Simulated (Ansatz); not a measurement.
# P on the Si site (P_Si) (silicon host)

These are PBE, PAW (plane waves to 420 eV; Ansatz, a program for electronic structure) values and carry that method's errors. Cell: 64 sites, 2×2×2; final energies on a 2×2×2 shifted mesh. Site at the start: the Si site. Finite-size correction: monopole term and site-potential alignment. Dielectric constants: PBE linear response of the host. Host gap at this level: 0.61 eV. Finite-size and sampling errors can reach tenths of an eV here. The semilocal functional narrows the gap, so deep levels can fall outside it. Spin–orbit coupling is left out. Each state is the lowest found from its start.

Formation energies E_f are given with the Fermi level at the valence-band maximum. Chemical conditions: impurity bounded by its compound with the host (Δμ(Si) = 0.00 eV, Δμ(P) = -0.23 eV, bounded by SiP2 (Pbam); only phases computed here count, gases as isolated molecules at 0 K). Reference phases: P: black phosphorus, Si: silicon.

```
charge         moment (μB)  point group  largest move off a lattice site (Å)  image correction with alignment (eV)  E_f, impurity bounded by its compound with the host (eV)
------  ------------------  -----------  -----------------------------------  ------------------------------------  --------------------------------------------------------
+1      not spin-polarised           Td                                 0.02                                  0.14                                                     -0.09
0*              fractional            –                                 0.02                                     –                                                         –
−1*     not spin-polarised           Td                                 0.01                                     –                                                         –
```

* At this level the carrier isn't localised at the defect: at charge 0 electrons occupy the conduction band; at charge −1 electrons occupy the conduction band. Such a state is shallow or no state of the defect, and this cell gives it no level.

Point groups are those of the whole cell at tolerances of 0.03 and 0.1 Å ("near" where only the looser one holds); none is given for unsettled states.

All states together cost around 50 core-minutes (rough).
